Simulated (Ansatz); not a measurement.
Base system: Ca in the fcc (Cu type) structure (space group Fm-3m, No. 225; a = 5.527 Å; relaxed with 0.1 eV smearing).

All numbers come from PBE/PAW in Ansatz (a program for electronic structure), scalar-relativistic without spin-orbit coupling.

Strains are applied to the cell and any free atomic positions relax.

One change was made to it. Results:

The pressure goes from zero to -1.3 GPa; the energy increases by 17 meV/atom.

### Question
Which of these changes matches the shifts?
(A) isotropic strain −1.50 %
(B) isotropic strain +3.00 %
(C) isotropic strain −2.50 %
(D) isotropic strain −3.00 %
(E) isotropic strain +2.00 %

### Answer
B, isotropic strain +3.00 %. For comparison, the energy relative to the base in the other runs: isotropic strain −3.00 % gives +20 meV/atom; isotropic strain +2.00 % gives +7.8 meV/atom; isotropic strain −1.50 % gives +4.9 meV/atom; isotropic strain −2.50 % gives +14 meV/atom.

No phonon test of stability was made.
